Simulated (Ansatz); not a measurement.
NiAs-type NiSb was calculated with r²SCAN (PAW; Ansatz, a program for electronic structure).

Run with plane-wave cutoff 600 eV, 12×12×8 k mesh (along the axes of the cell as run), Fermi–Dirac smearing 0.1 eV, finite displacements, no spin polarisation, scalar-relativistic PAW data made under PBE.

The cell has the measured lattice parameters. Conventional cell: a = 3.9350 Å, b = 3.9350 Å, c = 5.1360 Å, α = 90.00°, β = 90.00°, γ = 120.00°.

```cif
data_Ni2Sb2
_chemical_formula_sum 'Ni2 Sb2'
_space_group_name_H-M_alt 'P63/mmc'
_space_group_IT_number 194
_space_group_name_Hall '-P 6c 2c'
_cell_length_a 3.93500
_cell_length_b 3.93500
_cell_length_c 5.13600
_cell_angle_alpha 90.000
_cell_angle_beta 90.000
_cell_angle_gamma 120.000
loop_
_atom_site_label
_atom_site_type_symbol
_atom_site_symmetry_multiplicity
_atom_site_Wyckoff_symbol
_atom_site_fract_x
_atom_site_fract_y
_atom_site_fract_z
_atom_site_occupancy
Ni1 Ni 2 a 0.00000 0.00000 0.00000 1
Sb1 Sb 2 c 0.33333 0.66667 0.25000 1
```

Harmonic phonon frequencies (cm⁻¹; i marks an imaginary mode):

```
q point                                    frequencies
-------  ---------------------------------------------
Γ            0 0 0 132 132 132 132 140 163 211 211 254
M        79 96 111 131 137 146 146 167 187 189 202 262
A          77 77 77 77 123 123 182 182 182 182 199 199
```

No imaginary mode appears at these points.

Note: the cell isn't this level's own, so it is under some stress, which shifts stiffness and frequencies.
